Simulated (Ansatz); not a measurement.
An Ansatz (a program for electronic structure) input (PBE/PAW in Ansatz, no spin-orbit coupling):

Ansatz 0.2 input:
```yaml
crystal:
  lattice:
    - [0, 3.2182950819, 3.2182950819]
    - [3.2182950819, 0, 3.2182950819]
    - [3.2182950819, 3.2182950819, 0]
  atoms:
    - { symbol: Na, position: [0.25, 0.25, 0.25] }
    - { symbol: Na, position: [0.75, 0.75, 0.75] }
    - { symbol: S, position: [0, 0, 0] }
basis: { ecutwfc: 420, ecutrho_ratio: 4, xc_grid: 2, fft_grid_basis: typed }
kpoints: { mp_grid: { grid: [9, 9, 9] } }
hamiltonian:
  xc: pbe
  dispersion: none
  pseudopotentials: { kind: paw }
scf: { occupations: { method: fermi_dirac, width: 0.05 }, convergence: { dr2_threshold: 0.0000000003 } }
relax: { f_tol: 0.005, max_steps: 50 }
output: { forces: true, stress: true }
checkpoint: { write: state.ck, write_every: 1000 }
```

### Question
Which symmetry and how many k-points will the program report, and about how many plane waves at Γ?

### Answer
Space group Fm-3m (ITA 225) with 48 operations, k-points 35 of 729, and 1291 plane waves at Γ.

### Question
And the final pressure?

### Answer
1.94 GPa (compression positive).

The cells carry an imposed strain or load. Stability against distortions was not tested. The cell was made from Na$_{2}$S in the anti-fluorite structure (space group Fm-3m, No. 225) by this change: isotropic strain −2.00 %.
